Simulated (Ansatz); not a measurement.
## A computed series for Cs2AgBiBr6: pressure series

The parent structure is Cs₂AgBiBr₆ (space group Fm-3m, No. 225; a = 11.344 Å).

Cell and atoms are relaxed at each pressure.

Calculations: Kohn–Sham DFT with the r2SCAN functional, run in Ansatz (an electronic-structure program) with PAW and 500 eV plane waves, no SOC, earlier PAW set.

Base values:

The band gap is 1.67 eV.

### Question
The aim is a band gap between 0.90 eV and 0.98 eV. Which of these changes reaches it?
A) pressure 45 GPa
B) pressure 60 GPa
C) pressure 18 GPa

### Answer
C, pressure 18 GPa. It gives 0.95 eV; pressure 60 GPa gives zero; pressure 45 GPa gives 0.26 eV. Changes not listed may reach it too

The mesh was chosen for an insulator and is coarse for the gapless case. Spin-orbit coupling, missing from the scalar runs, can matter with Bi. Load acts through the strain it causes; cell and atoms are relaxed under it. No phonon test of stability was made. No other phases were tried under pressure. No Hubbard U is applied, and correlation can decide whether such a compound is a metal. The final runs are not spin-polarised. The zero or small gap of Cs2AgBiBr6 under pressure 60 GPa and Cs2AgBiBr6 under pressure 45 GPa can change with the level of theory.
